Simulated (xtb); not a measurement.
xtb 6.7.1, GFN1-xTB: B(AsH2)(Me)(NMe2) (CB([AsH2])N(C)C), 17 atoms. The geometry is a generated start, not checked to be a minimum at this level.

```
Quantity                   Value
-----------------  -------------
run flags                 --grad
method                  GFN1-xTB
--acc                1 (default)
--etemp (K)        300 (default)
basis functions               52
valence electrons             36
```

```xyz
17

B      0.0278    -0.3118    -0.6990
As     0.0843    -2.3096    -1.1391
H     -0.9114    -2.1829    -2.2579
H     -1.0447    -2.6652    -0.2029
C     -0.2005     0.7112    -1.8998
H      0.0447     0.2529    -2.8606
H      0.3889     1.6248    -1.8229
H     -1.2491     1.0108    -1.9603
N      0.2066     0.1453     0.5981
C      0.5202    -0.7022     1.7288
C      0.1015     1.5275     1.0172
H      1.4200    -0.3371     2.2343
H     -0.3012    -0.7019     2.4546
H      0.6977    -1.7274     1.4022
H     -0.6359     1.6202     1.8211
H      1.0626     1.8901     1.3957
H     -0.2115     2.1556     0.1902
```

One run each on 1 thread. Values of broydamp tried: 0.02, 0.05, 0.1, 0.2, 0.4 (default), 0.6, 0.8, 1.

How does the count of SCC iterations change with broydamp, and where is it least?

Fewest SCC iterations, within one of each other: 0.4 (default) with 10, 0.6 with 10, 0.8 with 11, 1 with 11. The count rises to 18 at 0.02. All converge to one solution.

| broydamp | SCC iterations | end |
|---|---|---|
| 0.02 | 18 | same solution |
| 0.05 | 16 | same solution |
| 0.1 | 15 | same solution |
| 0.2 | 13 | same solution |
| 0.4 (default) | 10 | same solution |
| 0.6 | 10 | same solution |
| 0.8 | 11 | same solution |
| 1 | 11 | same solution |
